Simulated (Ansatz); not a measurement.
Terminations of the (112) surface of diamond, measured from the surface '1 pair of surface atoms bonded, H on every dangling bond'. Atoms come from or go to: H: ½ H2(g). ΔE is the energy of forming the row's surface from that one (negative: more stable at these reservoirs); the vacuum level's shift is aligned on the shared bottom. No zero-point or thermal terms. These are constructed structures in small cells; real faces may alloy, dewet or reconstruct in larger ones, and not all known structures of the face are among them. Slabs of about 12 Å, Fermi-Dirac smearing of 0.025 eV. Bottom of the slabs: built like the top, H on every dangling bond, free. Relaxed from the named starts with such symmetry as they have, on meshes of like density; energies extrapolated to zero smearing; spin only where a row says so; no spin-orbit coupling, no U. Brackets mark spin-polarised runs, whose order is one that fits the cell. Where a second, spin-polarised start was run, the lower counts. A dash marks a value that is undefined for that row (no clear gap, or no work function of a gapped slab) or was not read reliably on its mesh.

All values below come from PBE (plane waves to 420 eV, PAW; Ansatz, a program for electronic structure).

```tsv
surface	atoms added per 1x1	ΔE per 1x1 (eV)	shift of the vacuum level (eV)
1 pair of surface atoms bonded, H on 5 of 6 dangling bonds, none on a paired C at depth 0.0 Å [spin, 1.0 μB a cell]	-0.5 H	___	0.38
1 pair of surface atoms bonded, no caps (1 C–C bonds broke) [spin, 2.0 μB a cell]	-3 H	4.69	2.64
1 pair of surface atoms bonded, H on all but both atoms of one pair (paired C at depth 0.0 Å)	-1 H	___	0.70
1 pair of surface atoms bonded, H on every dangling bond	none	0.00	0.00
unpaired: 0 pairs of surface atoms bonded, no caps (1 C–C bonds formed; 1 C–C bonds broke) [spin, 2.0 μB a cell]	-3 H	4.69	2.64
1 pair of surface atoms bonded, H on 5 of 6 dangling bonds, none on a one-bond C at depth 0.7 Å [spin, 1.0 μB a cell]	-0.5 H	1.02	0.41
```

### Question
Complete the blanks.

### Answer

- 1 pair of surface atoms bonded, H on 5 of 6 dangling bonds, none on a paired C at depth 0.0 Å [spin, 1.0 μB a cell], ΔE per 1x1 (eV): 1.12
- 1 pair of surface atoms bonded, H on all but both atoms of one pair (paired C at depth 0.0 Å), ΔE per 1x1 (eV): 1.78
